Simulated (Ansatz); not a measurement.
**TiO2, pressure series**

Consider TiO$_{2}$ in the rutile structure (space group P4_2/mnm, No. 136; a = 4.591 Å, c = 2.939 Å).

Cell and atoms are relaxed at each pressure.

The values are results of Ansatz (a first-principles code), PBEsol, PAW, cutoff 420 eV, scalar-relativistic without spin-orbit coupling, not measurements.

Notes on the quantities. enthalpy: H = E + PV relative to the base's energy.

| variant | enthalpy | electron mass | shortest interatomic distance |
|---|---|---|---|
| base | – | 0.54 mₑ along c, 1.1 mₑ across (at Γ) | 1.942 Å |
| pressure −2 GPa | -0.13 eV/atom | 0.54 mₑ along c, 1.1 mₑ across (at Γ) | 1.946 Å |
| pressure −1 GPa | -0.06 eV/atom | 0.54 mₑ along c, 1.1 mₑ across (at Γ) | 1.944 Å |
| pressure 3 GPa | +0.19 eV/atom | 0.53 mₑ along c, 1.1 mₑ across (at Γ) | 1.937 Å |
| pressure 7 GPa | +0.44 eV/atom | 0.52 mₑ along c, 1.1 mₑ across (at Γ) | 1.930 Å |
| pressure 15 GPa | +0.94 eV/atom | 0.51 mₑ along c, 1.0 mₑ across (at Γ) | 1.917 Å |
| pressure 30 GPa | +1.83 eV/atom | 0.49 mₑ along c, 0.99 mₑ across (at Γ) | 1.881 Å |
| pressure 50 GPa | +2.96 eV/atom | 0.46 mₑ along c, 0.92 mₑ across (at Γ) | 1.841 Å |
| pressure 75 GPa | +4.30 eV/atom | 0.44 mₑ along c, 0.84 mₑ across (at Γ) | 1.803 Å |
| pressure 100 GPa | +5.58 eV/atom | 0.42 mₑ along c, 0.78 mₑ across (at Γ) | 1.772 Å |

The levels and masses belong to the bands next to the band gap. Load acts through the strain it causes; cell and atoms are relaxed under it. Effective masses come from finite differences of ±0.01 Å⁻¹. Whether these cells are dynamically stable was not tested. Competing high-pressure phases were not computed. All final runs are without spin polarisation.
